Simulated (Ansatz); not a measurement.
The starting structures come from a database of crystals and need not be the phases stable at ambient conditions.

 Where the default PAW files enter, the runs use the earlier of Ansatz's two default sets.

The decay constant κ of evanescent states in the gap governs leakage through a thin film.

Here is the system:

```yaml
crystal:
  lattice:
    - [5.74396, 0.00000, 0.00000]
    - [2.04476, 5.43945, 0.00000]
    - [0.00000, 0.00000, 5.77209]
  atoms:
    - { symbol: P, position: [0.84884, 0.87239, 0.12141] }
    - { symbol: P, position: [0.15116, 0.12761, 0.87859] }
    - { symbol: P, position: [0.15116, 0.62761, 0.62141] }
    - { symbol: P, position: [0.84884, 0.37239, 0.37859] }
    - { symbol: Ru, position: [0.72619, 0.79276, 0.49755] }
    - { symbol: Ru, position: [0.27381, 0.20724, 0.50245] }
    - { symbol: Ru, position: [0.27381, 0.70724, 0.99755] }
    - { symbol: Ru, position: [0.72619, 0.29276, 0.00245] }
    - { symbol: S, position: [0.66467, 0.69138, 0.87920] }
    - { symbol: S, position: [0.33533, 0.30862, 0.12080] }
    - { symbol: S, position: [0.33533, 0.80862, 0.37920] }
    - { symbol: S, position: [0.66467, 0.19138, 0.62080] }
```

Space group of this cell: P2_1/c. The cell is taken as given; by PBEsol its mean pressure is -4.1 GPa.

Transport runs along the normal of the first two printed cell vectors.

The gap is the functional's own. No spin-orbit coupling. Mid-gap values are interpolated on the energy grid.

### Question
Predict the band gap and the smallest decay constant κ at mid-gap from PBEsol in Ansatz (a program for electronic structure).

### Answer
Gap 0.57 eV on a 6×6×6 mesh; κ = 0.177 1/Å, at (0.000, 0.333) of the in-plane reciprocal vectors. At the zone centre, at the nearest computed energy, the slowest state has κ = 0.28 1/Å.
